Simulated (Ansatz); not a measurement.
# A constructed model of the (000-1) surface of wurtzite ZnO, O-terminated, 2x2 Si adatom at T4 (bottom of the slab: 2 H on 4 bottom sites)

These are r2SCAN, at the PBE geometry (plane waves to 500 eV, PAW; Ansatz, an electronic-structure program) values and carry that method's errors.

Slab: 43 atoms, 14.2 Å thick at the start with caps and adatoms; k 4x4x1, smearing 0.025 eV, dipole-corrected; single point; on the structure that PBE left under its start's symmetry; no spin, no spin-orbit, no U. In PBE it is, or lies within 0.01 eV a 1x1 cell of, the lowest of the 2 structures of its composition computed so far; subsurface sites and larger cells were not tried.

* **gap of the slab on its k-mesh**: 0.95 eV
* **highest filled level below the top vacuum level**: 6.09 eV
* **cost**: around 7 core-minutes (rough)
